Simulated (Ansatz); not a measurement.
# Short convergence ladders for BaGa2H2 (P3m1, 5 atoms in the cell)

```xyz
5
Lattice="4.5126 0.0000 0.0000 -2.2563 3.9080 0.0000 0.0000 0.0000 4.9654" Properties=species:S:1:pos:R:3 pbc="T T T"
Ba     0.0000     0.0000     0.0500
Ga     0.0000     2.6054     2.3279
Ga     2.2563     1.3027     2.6375
H      0.0000     2.6054     0.6599
H      2.2563     1.3027     4.3054
```

Base method: LDA (PW92), default PAW files made with PBE (plane waves; Ansatz, a program for electronic structure).

Base settings: basis.ecutwfc = 30.9 Ry; kpoints.mp_grid.grid = 9 9 7; hamiltonian.xc = lda; hamiltonian.pseudopotentials = {kind: paw} (the program's default PAW files); scf.occupations.method = fermi_dirac; scf.occupations.width = 0.0073 Ry.

Core times come from one kind of shared machine, to one figure; runs under 30 s give none.

**The width of Gaussian smearing**

In this ladder: kpoints.mp_grid.grid = 15 15 12; scf.occupations.method = gaussian.

Narrow widths need finer meshes than wide ones, so the last steps can hold mesh noise.

Only quantities that move along the ladder and can be compared are tabulated; pressure and forces are left out, as mesh noise rules them at narrow widths.

| scf.occupations.width | free energy less the last step's (meV/atom) | energy extrapolated to zero width less the last step's (meV/atom) | core time / last (rough) |
|---|---|---|---|
| 0.0735 Ry | -26.23 | 9.47 | 1.0 |
| 0.0367 Ry | -4.19 | 1.07 | 0.8 |
| 0.022 Ry | -1.22 | 0.15 | 1.0 |
| 0.0147 Ry | -0.49 | 0.03 | 1.0 |
| 0.0073 Ry | -0.09 | 0.00 | 1.0 |
| 0.0037 Ry | 0.00 | 0.00 | 1 |

Widest scf.occupations.width that holds the energy extrapolated to zero width within 2 meV/atom of the last step, with all finer ones: 0.0367 Ry; the step before is off by 9.5 meV/atom.

Widest scf.occupations.width that holds the free energy within 1 meV/atom of the last step, with all finer ones: 0.0147 Ry; the step before is off by 1.2 meV/atom.

The extrapolation to zero width removes most of the smearing's effect on the energy.

**The width of cold smearing**

In this ladder: kpoints.mp_grid.grid = 15 15 12; scf.occupations.method = cold.

Narrow widths need finer meshes than wide ones, so the last steps can hold mesh noise.

Only quantities that move along the ladder and can be compared are tabulated; pressure and forces are left out, as mesh noise rules them at narrow widths.

| scf.occupations.width | free energy less the last step's (meV/atom) | core time / last (rough) |
|---|---|---|
| 0.0735 Ry | 18.58 | 0.9 |
| 0.0367 Ry | 3.04 | 0.9 |
| 0.022 Ry | 0.44 | 1.0 |
| 0.0147 Ry | 0.04 | 1.0 |
| 0.0073 Ry | -0.01 | 1.0 |
| 0.0037 Ry | 0.00 | 1 |

Widest scf.occupations.width that holds the free energy within 5 meV/atom of the last step, with all finer ones: 0.0367 Ry; the step before is off by 19 meV/atom.

On the base run: the starting cell comes from a database of computed structures (which also holds hypothetical and non-ambient phases and stackings), without a prior relaxation at this level. Its lattice was rescaled by up to half a per cent. One atom was moved a little off its site on purpose. In the base run, with a pressure of about -3 GPa the cell is away from its equilibrium volume at this level. Ansatz's pressure includes its estimate of the finite-basis (Pulay) stress.

Left out of this page: 4 runs of the series outside the window shown, repeating another row's setting, or not comparable.

Keys are those of Ansatz 0.2.
